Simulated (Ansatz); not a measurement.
# HfTe (model structure, started from the CsCl type, Pm-3m, No. 221, 2 atoms in the cell)

Level of theory: PBE (Ansatz, an electronic-structure program, plane waves, PAW).

Settings: plane-wave cutoff 520 eV, 16×16×16 k mesh, Fermi–Dirac smearing 0.05 eV, scalar-relativistic PAW data made under PBE.

Cell (relaxed at this level):

```
CELL_PARAMETERS angstrom
      3.54212     0.00000     0.00000
      0.00000     3.54212     0.00000
      0.00000     0.00000     3.54212
ATOMIC_POSITIONS crystal
  Hf 0.00000 0.00000 0.00000
  Te 0.50000 0.50000 0.50000
```

```json
{
 "band_gap": "zero (no gap)",
 "bulk_modulus": "107 GPa"
}
```

Note: the bulk modulus is −V dP/dV from two relaxed cells at ±2 % in volume; the relaxation could raise the start's symmetry but not lower it, so the cell can be a saddle point.

Spin–orbit coupling is not included; it can open a gap where bands touch, and shift volumes and moduli.

The computed numbers hold no vibrational or temperature effects.

A model structure was made by putting elements into a prototype or built by hand; it is no filed structure, need not be a known phase, and can be a saddle point held by its symmetry.
